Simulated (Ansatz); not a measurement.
**Hypothetical diamond Os: response to strain**

The parent structure is Os in the diamond structure (space group Fd-3m, No. 227; a = 5.502 Å; a hypothetical phase, not in the database extracts checked; relaxed with 0.1 eV smearing). Axes: x, y, z lie along the cube axes.

Strains are applied to the cell and any free atomic positions relax; under biaxial strain the out-of-plane vector relaxes too; under stress the whole cell relaxes.

Method: plane-wave PAW DFT at the PBEsol level (Ansatz, a program for electronic structure, 420 eV), no spin-orbit coupling.

Notes on the quantities. energy relative to the base: free energy F; pressure: mean of the normal stresses, compression positive.

| case | space group | energy relative to the base | volume per atom | pressure |
|---|---|---|---|---|
| base | Fd-3m (No. 227) | 0 meV/atom | 20.82 Å³ | 0.0 GPa |
| biaxial strain +3.19 %, plane normal [111], relaxed out of plane | R-3m (No. 166) | -17 meV/atom | 20.28 Å³ | 2.6 GPa |
| biaxial strain +4.29 %, plane normal [111], relaxed out of plane | R-3m (No. 166) | -23 meV/atom | 20.31 Å³ | 0.7 GPa |
| isotropic strain −3.47 % | Fd-3m (No. 227) | +178 meV/atom | 18.73 Å³ | 30.0 GPa |
| uniaxial strain ε_yy = +4.73 % | I4_1/amd (No. 141) | +32 meV/atom | 21.80 Å³ | -9.5 GPa |
| uniaxial strain ε_zz = −1.17 % | I4_1/amd (No. 141) | +2.1 meV/atom | 20.58 Å³ | 2.7 GPa |
| uniaxial stress, 5 GPa compression along x | I4_1/amd (No. 141) | +52 meV/atom | 19.67 Å³ | – |

Stability under load was not tested beyond the relaxation. All final runs are without spin polarisation. Under biaxial strain +3.19 %, plane normal [111], relaxed out of plane and biaxial strain +4.29 %, plane normal [111], relaxed out of plane the cell ends below the base's energy or with stress of the wrong sign: the atoms slid into a distortion or the cell is elastically unstable, so the base is not a stable minimum at this level. Under uniaxial stress, 5 GPa compression along x the cell changed shape so far that it is another structure.
